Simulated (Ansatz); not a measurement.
Ta2O5 (I4/mmm, No. 139, 7 atoms in the cell; start mp-1218001) was calculated with r²SCAN0 in Ansatz (PAW).

Run with plane-wave cutoff 520 eV, 6×6×6 k mesh, Fermi–Dirac smearing 0.01 eV, scalar-relativistic PAW data made under PBE.

Cell (relaxed with PBEsol):

Ta₂O₅ has the tetragonal space group I4/mmm (No. 139), Pearson symbol tI14. Lattice parameters: a = b = 5.2408 Å, c = 9.5830 Å, α = β = γ = 90.00°. Ta on 4e is coordinated by 5 O at 1.884–1.922 Å. O1 on 2a has 2 Ta at 1.884 Å (linear). O2 on 8f sees 2 Ta at 1.922 Å (linear). (Neighbours: up to the widest gap in distance over summed covalent radii, below 1.35, at either atom; cation-cation and far metal-metal contacts left out.)
(The calculation used a cell of 7 atoms; values per cell refer to that cell.)

Problem. What does this level give for the band gap?

Solution. 
* **band gap**: 4.19 eV (on the SCF k mesh)

Note: cell and atoms aren't relaxed at this level (largest force component 0.20 eV/Å, pressure -2.8 GPa).

Spin–orbit coupling is not included.

The computed numbers hold no vibrational or temperature effects.

Cost on a shared machine: about 7 core-minutes (a rough figure).

A start named mp-… is a Materials Project structure, which need not be a measured phase.

Ansatz is a first-principles code.
